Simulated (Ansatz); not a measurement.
A calculation on In₃SbTe₂ (Immm, No. 71, 6 atoms in the cell; start mp-1223976) returned bulk modulus 56.4 GPa, cohesive energy 3.47 eV/atom.

Task: Which level of theory produced these numbers?
A) PBEsol (Ansatz (a program for electronic structure))
B) r²SCAN (Ansatz)
C) PBE (Ansatz)
D) LDA (Ansatz)

Result: D, LDA (Ansatz)

The others give: r²SCAN 49.8 GPa, 2.69 eV/atom; PBEsol 51.9 GPa, 3.04 eV/atom; PBE 43.0 GPa, 2.63 eV/atom.

Unless a cell is named, each level is at its own relaxed cell (LDA 27.65, PBE 30.20, PBEsol 28.46, r²SCAN 29.37 Å³/atom).

Caveats: the bulk modulus is −V dP/dV from two relaxed cells at ±2 % in volume (r²SCAN, PBEsol, PBE, LDA); the relaxation could not lower the start's symmetry, so the cell can be a saddle point above a distorted one (r²SCAN, PBEsol, PBE, LDA). Ansatz's density-functional and Hartree–Fock values are scalar-relativistic unless marked +SOC, with PAW data made under PBE.

A start named mp-… is a Materials Project structure, which need not be a measured phase.
